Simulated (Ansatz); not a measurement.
Base system: PbF₂ in the fluorite structure (space group Fm-3m, No. 225; a = 6.0007 Å).

Calculations: Ansatz (a program for electronic structure), PBE, PAW, cutoff 420 eV, no SOC.

Before the change:

| Property | Result |
|---|---|
| Gap character | indirect, W → X |

The change: an isotropic linear strain of −1.50 %, atoms relaxed at fixed cell.

Estimate the effect on the mean gap deformation potential ΔEg/Δln V and gap character.

The mean gap deformation potential ΔEg/Δln V comes out as +0.1 eV; the gap character is still indirect, W → X.

Spin-orbit coupling, missing from the scalar runs, can matter with Pb. Stability against distortions was not tested.
